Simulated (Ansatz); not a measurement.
CuI under a change: isotropic strain +2.00 %

Take CuI in the zinc blende structure (space group F-43m, No. 216; a = 5.862 Å) as the base.

Now apply this change: an isotropic linear strain of +2.00 %, atoms relaxed at fixed cell.

Method: Ansatz (a first-principles code) LDA, spin-orbit coupling left out. k-mesh 10×10×10 (Γ-centred); smearing 0.05 eV (Fermi–Dirac).

| quantity | base | changed | shift |
|---|---|---|---|
| volume per atom | 25.18 Å³ | 26.72 Å³ | +1.54 Å³ |
| space group | F-43m (No. 216) | F-43m (No. 216) | – |
| energy relative to the base (free energy F) | 0 meV/atom | +15 meV/atom | +15 meV/atom |
| pressure | 0.00 GPa | -2.89 GPa | -2.89 GPa |
| band gap | 1.22 eV | 1.05 eV | -0.17 eV |
| gap character | direct at Γ | direct at Γ | – |
| mean gap deformation potential ΔEg/Δln V | – | -2.9 eV | – |
| electron mass | 0.14 mₑ (at Γ) | 0.13 mₑ (at Γ) | – |
| hole mass (degenerate bands, along [100]) | 0.18, 0.57, 0.57 mₑ (at Γ) | 0.18, 0.66, 0.66 mₑ (at Γ) | – |
| valley order (the lowest conduction-band minima on the path, energy above the VBM, named in the base's zone) | Γ 1.22 eV; L along ⟨111⟩ 2.12 eV; X along ⟨100⟩ 2.41 eV | Γ 1.05 eV; L along ⟨111⟩ 2.07 eV; X along ⟨100⟩ 2.53 eV | – |

Spin-orbit coupling, missing from the scalar runs, can matter with I. Masses are band curvatures over ±0.01 Å⁻¹ around the edge. Stability against distortions was not tested. All final runs are without spin polarisation.
